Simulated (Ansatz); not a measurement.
CsCl-type LiH (model structure) was calculated with PBE0 (Ansatz, a quantum-chemistry and plane-wave program, plane waves, PAW).

Settings: plane-wave cutoff 500 eV, 8×8×8 k mesh, gaussian smearing 0.02 eV, scalar-relativistic PAW data made under PBE.

Cell (relaxed with r²SCAN):

```cif
data_HLi
_chemical_formula_sum 'Li1 H1'
_space_group_name_H-M_alt 'Pm-3m'
_space_group_IT_number 221
_space_group_name_Hall '-P 4 2 3'
_cell_length_a 2.50152
_cell_length_b 2.50152
_cell_length_c 2.50152
_cell_angle_alpha 90.000
_cell_angle_beta 90.000
_cell_angle_gamma 90.000
loop_
_atom_site_label
_atom_site_type_symbol
_atom_site_symmetry_multiplicity
_atom_site_Wyckoff_symbol
_atom_site_fract_x
_atom_site_fract_y
_atom_site_fract_z
_atom_site_occupancy
Li1 Li 1 a 0.00000 0.00000 0.00000 1
H1 H 1 b 0.50000 0.50000 0.50000 1
```

Q: Give the computed band gap.

A: 
- band gap = 2.13 eV (on the SCF k mesh)

Note: the relaxation could raise the start's symmetry but not lower it, so the cell can be a saddle point; cell and atoms aren't relaxed at this level (pressure -0.2 GPa).

A model structure was made by putting elements into a prototype or built by hand; it is no filed structure, need not be a known phase, and can be a saddle point held by its symmetry.
